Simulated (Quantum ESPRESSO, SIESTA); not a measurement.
A SIESTA input for a relaxation of cell and atoms of Be (P6_3/mmc, 2 atoms in the cell) (DFT, GGA PBE, numerical atomic orbitals TZP, PseudoDojo PBE standard norm-conserving potentials (rewritten from UPF to PSML)):

```
# files in the folder: Be.psml (PseudoDojo PBE standard)
SystemName  Be
SystemLabel be

NumberOfAtoms                2
NumberOfSpecies              1
%block ChemicalSpeciesLabel
  1 4 Be
%endblock ChemicalSpeciesLabel
LatticeConstant              1.0 Ang
%block LatticeVectors
     1.145000000   -1.983198170    0.000000000
     1.145000000    1.983198170    0.000000000
     0.000000000    0.000000000    3.580000000
%endblock LatticeVectors
AtomicCoordinatesFormat      Bohr
%block AtomicCoordinatesAndAtomicSpecies
     2.163736413    1.249233822    1.691304882  1
     2.163736413   -1.249233822    5.073914645  1
%endblock AtomicCoordinatesAndAtomicSpecies

XC.functional                GGA
XC.authors                   PBE
PAO.BasisSize                TZP
PAO.EnergyShift              0.01 Ry
PAO.Polarization.NonPerturbative true
MeshCutoff                   300 Ry
%block kgrid.MonkhorstPack
   16   0   0  0.0
    0  16   0  0.0
    0   0   9  0.0
%endblock kgrid.MonkhorstPack
OccupationFunction           FD
ElectronicTemperature        0.1 eV

MaxSCFIterations             150
SCF.Mixer.Method             Pulay
SCF.Mixer.Weight             0.2
SCF.Mixer.History            8
SCF.DM.Tolerance             1.0E-04
Diag.ParallelOverK           true
MD.TypeOfRun                 CG
MD.Steps                     40
MD.MaxForceTol               0.02 eV/Ang
MD.VariableCell              true
MD.MaxStressTol              0.05 GPa
WriteForces                  true
```

### Question
Write the same calculation as an input for Quantum ESPRESSO.

### Answer
One input that does it (others would too):

```fortran
&control
    calculation = 'vc-relax'
    prefix = 'scf'
    outdir = './tmp'
    pseudo_dir = './'
    verbosity = 'high'
/
&system
    ibrav = 0
    nat = 2
    ntyp = 1
    ecutwfc = 40
    ecutrho = 240
    occupations = 'smearing'
    smearing = 'fd'
    degauss = 0.0073499
/
&electrons
    conv_thr = 1.0e-11
/
&ions
/
&cell
/
ATOMIC_SPECIES
Be     9.0122  Be.pbe-n-rrkjus_psl.1.0.0.UPF
ATOMIC_POSITIONS crystal
Be    0.333333333    0.666666667    0.250000000
Be    0.666666667    0.333333333    0.750000000
K_POINTS automatic
16 16 9  0 0 0
CELL_PARAMETERS angstrom
   1.144999999    -1.983198172     0.000000000
   1.144999999     1.983198172     0.000000000
   0.000000000     0.000000000     3.580000000
```

Basis, cutoffs, solver keys and any potentials are the target program's own. This input uses DFT, PBE, plane waves, PSlibrary ultrasoft (PBE) pseudopotentials.

The starting cell has typed, rounded lattice constants, without a prior relaxation at this level.
